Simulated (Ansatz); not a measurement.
# A computed series for W: pressure series

Base system: W in the fcc (Cu type) structure (space group Fm-3m, No. 225; a = 3.9976 Å).

Cell and atoms are relaxed at each pressure.

Level of theory: PBEsol in Ansatz (plane waves to 420 eV, PAW, no spin-orbit coupling).

Notes on the quantities. enthalpy: H = E + PV relative to the base's energy.

```csv
change,density,enthalpy,shortest interatomic distance
base,19.11 g/cm³,–,2.827 Å
pressure −2 GPa,18.98 g/cm³,-0.20 eV/atom,2.833 Å
pressure −1 GPa,19.05 g/cm³,-0.10 eV/atom,2.830 Å
pressure 0.3 GPa,19.13 g/cm³,+0.03 eV/atom,2.826 Å
pressure 0.7 GPa,19.16 g/cm³,+0.07 eV/atom,2.825 Å
pressure 1.5 GPa,19.21 g/cm³,+0.15 eV/atom,2.822 Å
pressure 3 GPa,19.30 g/cm³,+0.30 eV/atom,2.817 Å
pressure 5 GPa,19.43 g/cm³,+0.49 eV/atom,2.812 Å
pressure 7.5 GPa,19.58 g/cm³,+0.74 eV/atom,2.804 Å
pressure 10 GPa,19.72 g/cm³,+0.98 eV/atom,2.797 Å
```

Load acts through the strain it causes; cell and atoms are relaxed under it. No phonon test of stability was made. Competing high-pressure phases were not computed. The final runs are not spin-polarised. This is not the structure that W has at room temperature and ambient pressure.

Ansatz is a program for electronic structure.
